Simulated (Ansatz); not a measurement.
The starting structures come from a database of crystals and need not be the phases stable at ambient conditions.

Inside the gap of an insulator the Bloch states are evanescent, with a wavenumber k + iκ along the transport direction.

Here is the system:

```
MgMoH2O5
1.0
    5.64021     0.00000     0.00000
    0.61658     6.85112     0.00000
    1.61217    -1.22212     5.44031
Mg H Mo O
2 4 2 10
Direct
  0.35880   0.19280   0.70660
  0.64120   0.80720   0.29340
  0.92180   0.18840   0.59480
  0.07820   0.81160   0.40520
  0.12710   0.19580   0.35020
  0.87290   0.80420   0.64980
  0.25410   0.74830   0.87980
  0.74590   0.25170   0.12020
  0.62020   0.12390   0.35990
  0.37980   0.87610   0.64010
  0.64440   0.17150   0.86270
  0.35560   0.82850   0.13730
  0.64420   0.50570   0.23120
  0.35580   0.49430   0.76880
  0.07720   0.20710   0.03040
  0.92280   0.79290   0.96960
  0.90980   0.78230   0.47200
  0.09020   0.21770   0.52800
```

Space group of this cell: P-1. The cell is taken as given; by PBEsol its mean pressure is 1.2 GPa.

Transport runs along the normal of the first two printed cell vectors.

The gap is the functional's own. No spin-orbit coupling. Mid-gap values are interpolated on the energy grid.

### Question
Compute, with PBEsol in Ansatz (a quantum-chemistry and plane-wave program), the band gap and the smallest decay constant κ at mid-gap.

### Answer
Gap 4.15 eV on a 6×6×6 mesh; κ = 0.537 1/Å, at the zone centre.
